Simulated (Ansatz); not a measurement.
Input:

```yaml
crystal:
  lattice:
    - [0.00000, 2.76565, 2.76565]
    - [2.76565, 0.00000, 2.76565]
    - [2.76565, 2.76565, 0.00000]
  atoms:
    - { symbol: Mg, position: [0.00000, 0.00000, 0.00000] }
    - { symbol: Se, position: [0.50000, 0.50000, 0.50000] }
```

No spin polarisation.

Computed with Ansatz (a program for electronic structure) PBEsol, no spin-orbit coupling. Settings: 10×10×10 k-points, 0.05 eV Fermi–Dirac smearing.

Problem. Predict the electron mass and smallest direct gap.

Solution. The electron mass comes out as 0.48 mₑ along k, 0.23 mₑ across (at X) and the smallest direct gap comes out as 2.22 eV.

The cells carry an imposed strain or load. Masses are band curvatures over ±0.01 Å⁻¹ around the edge. Along k means along the line from Γ to the band edge. Whether these cells are dynamically stable was not tested. The cell was made from MgSe in the rock salt structure (space group Fm-3m, No. 225) by this change: isotropic strain +1.50 %.
